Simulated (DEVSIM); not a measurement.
Device: n-channel Si planar bulk MOSFET with SiO2, at 400 K.

| Item | Result |
|---|---|
| Gate length | 180 nm |
| Source drain length | 144 nm |
| Dielectric thickness | 4.7 nm |
| Lateral straggle | 6.4 nm |
| Underlap | 0 nm |
| Junction depth | 80.5 nm |
| Substrate depth | 483 nm |
| Gate work function | 4.18 eV |
| Source and drain doping | 6.8e19 cm⁻³, Gaussian tails under the gate |
| Body doping | 6e17 cm⁻³ |
| Lifetime | 3e-7 s |
| Supply | 1 V |

All mobilities are scaled by 0.5; velocity saturation, μ/(1 + (μE/vsat)^b)^(1/b) with b = 2 for electrons and 1 for holes and E the electric field along each mesh edge, is on. Mobility is μmin + (μ − μmin)/(1 + (N/Nref)^α).

This is a model device: material constants are rounded textbook-type values typed into the input, and sizes, dopings and lifetimes were drawn at random. Values at 300 K; Nc and Nv go as T^1.5, mobilities as T to minus their exponent, the gap by Varshni's rule with the affinity fixed.

Si: gap (eV) 1.124, affinity (eV) 4.05, permittivity 11.7, Nc (cm⁻³) 2.86e19, Nv (cm⁻³) 3.1e19, μn (cm²/Vs) 1417, μp (cm²/Vs) 470, μn,min 52, μp,min 45, Nref,n 9.7e16, Nref,p 2.2e17, αn 0.68, αp 0.72, T exponent of μn 2.3, T exponent of μp 2.2, vsat,n (cm/s) 1e7, vsat,p (cm/s) 8.4e6, Varshni α (eV/K) 0.000473, Varshni β (K) 636. SiO2: gap (eV) 9, affinity (eV) 0.9, permittivity 3.9.

Model (solved in DEVSIM): 2D drift-diffusion, Boltzmann statistics, complete ionisation; no quantum confinement, tunnelling, impact ionisation, self-heating, contact resistance or fringe fields beside the gate. Metal contacts follow the ideal Schottky-Mott rule: no Fermi-level pinning, no interface dipoles.

Transfer curves, |Id| in μA/μm:

| Vg (V) | Vd = 0.05 V | Vd = 1 V |
|---|---|---|
| -0.3 | 1.049e-7 | 2.051e-7 |
| -0.25 | 2.376e-7 | 4.559e-7 |
| -0.2 | 5.583e-7 | 1.089e-6 |
| -0.15 | 1.363e-6 | 2.703e-6 |
| -0.1 | 3.406e-6 | 6.893e-6 |
| -0.05 | 8.693e-6 | 1.796e-5 |
| 0 | 2.257e-5 | 4.759e-5 |
| 0.05 | 5.944e-5 | 0.0001279 |
| 0.1 | 0.0001585 | 0.0003478 |
| 0.15 | 0.0004270 | 0.0009555 |
| 0.2 | 0.001160 | 0.002645 |
| 0.25 | 0.003170 | 0.007360 |
| 0.3 | 0.008680 | 0.02050 |
| 0.35 | 0.02365 | 0.05673 |
| 0.4 | 0.06328 | 0.1538 |
| 0.45 | 0.1620 | 0.3983 |
| 0.5 | 0.3814 | 0.9523 |
| 0.55 | 0.7901 | 2.039 |
| 0.6 | 1.410 | 3.872 |
| 0.65 | 2.200 | 6.587 |
| 0.7 | 3.095 | 10.24 |
| 0.75 | 4.045 | 14.83 |
| 0.8 | 5.021 | 20.33 |
| 0.85 | 6.007 | 26.70 |
| 0.9 | 6.992 | 33.89 |
| 0.95 | 7.973 | 41.85 |
| 1 | 8.946 | 50.54 |

Problem. Work out the subthreshold swing at low drain bias from the rows at 0.25 and 0.3 V, and compare it with the thermal limit.

Solution. log10(0.008680/0.003170) = 0.437 over 50.0 mV, so S = 114 mV/decade. The limit kT/q ln 10 is 79.4 mV/decade; the ratio is 1.44. This is the steepest step of the table.

Problem. Find both thresholds at the constant current 0.1 μA × (1 μm/L) a micrometre, and the DIBL.

Solution. The current is 0.556 μA/μm. Interpolating ln Id gives 0.526 V and 0.469 V; their difference over the 0.95 V of drain bias is 60 mV/V.

Source and drain are degenerate, where Boltzmann statistics are only rough. The electric field that drives the saturation includes the junctions' built-in field, which lowers the mobility there even at small currents: subthreshold currents come out too low, a known weakness of this choice.
